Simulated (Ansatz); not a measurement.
## Relaxation of the atoms of YMg₃ (Fm-3m, 4 atoms in the cell) at several settings

```xyz
4
Lattice="0.0000 3.6498 3.6498 3.6498 0.0000 3.6498 3.6498 3.6498 0.0000" Properties=species:S:1:pos:R:3 pbc="T T T"
Y      0.0000     0.0000     0.0000
Mg     1.8249     1.8249     1.8249
Mg     5.4747     5.4747     5.4747
Mg     3.6498     3.6498     3.6498
```

Base: LDA (PW92), default PAW files made with PBE run with Ansatz (a first-principles code). Its settings: basis.ecutwfc = 30.9 Ry; kpoints.mp_grid.grid = 6 6 6; hamiltonian.xc = lda; hamiltonian.pseudopotentials = {kind: paw} (the program's default PAW files); scf.occupations.method = gaussian; scf.occupations.width = 0.02 Ry. Starting volume 24.31 Å³ per atom.

Each line gives the change from the base single point and the result:

- atoms moved at random; relax: default → atoms; relax.f_tol: default → 0.1 eV/Å: pressure -2.40 GPa; largest force (vector length) 0.005 eV/Å; relaxation steps 3; free energy against the base single point 0.0 meV/atom.
- atoms moved at random; scf.convergence.dr2_threshold: default (1e-07 eV) → 0.001 eV; relax: default → atoms; relax.f_tol: default → 0.03 eV/Å: pressure -2.40 GPa; largest force (vector length) 0.005 eV/Å; relaxation steps 3; free energy against the base single point 0.0 meV/atom.

The starting cell comes from a database of computed structures (which also holds hypothetical and non-ambient phases and stackings), without a prior relaxation at this level. Ansatz's pressure includes its estimate of the finite-basis (Pulay) stress.

Left out of this page: 1 run of the series outside the window shown, repeating another row's setting, or not comparable.

Keys are those of Ansatz 0.2.
